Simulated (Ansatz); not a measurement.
Base system: GaN in the NiAs type structure (space group P6_3/mmc, No. 194; a = 2.969 Å, c = 5.041 Å; a model cell, its experimental status unchecked). Axes: x lies along a and z along c of the hexagonal cell.

Now apply this change: tensor shear ε_xy = −1.97 % (engineering shear γ = -0.0394), atoms relaxed at fixed cell.

Levels (all Ansatz, a quantum-chemistry and plane-wave program, PAW): PBEsol (420 eV, no SOC); r2SCAN (500 eV, no spin-orbit coupling); HSE06 (420 eV, no SOC).

One geometry, relaxed with PBEsol, under each level:

| level | band gap | lowest conduction level above the VBM at special points | electron mass | pressure |
|---|---|---|---|---|
| PBEsol | 1.19 eV | Γ 1.51 eV; D 2.73 eV; C₂ 2.81 eV; E 2.88 eV | 0.33 mₑ along x, 0.36 mₑ along y, 0.23 mₑ along z (off the special points) | 0.44 GPa |
| r2SCAN | 1.85 eV | Γ 2.00 eV; D 3.36 eV; C₂ 3.43 eV; E 3.50 eV | 0.24 mₑ along z, 0.36 mₑ across (off the special points) | -0.18 GPa |
| HSE06 | … | … | – | – |

Task: Give the withheld HSE06 results.

Result: 
- HSE06, band gap: 2.63 eV
- HSE06, lowest conduction level above the VBM at special points: Γ 2.77 eV; D 4.10 eV; C₂ 4.18 eV

Single points use the geometry relaxed with PBEsol. Their cutoffs differ, which shifts pressures a little. HSE06 was sampled on its mesh, a few special points and the semilocal edge points, so its gap is an upper bound. The cells carry an imposed strain or load. Effective masses come from finite differences of ±0.01 Å⁻¹. Stability against distortions was not tested. This is not the structure that GaN has at room temperature and ambient pressure. Labels are those of the standard path for the cell's own space group.
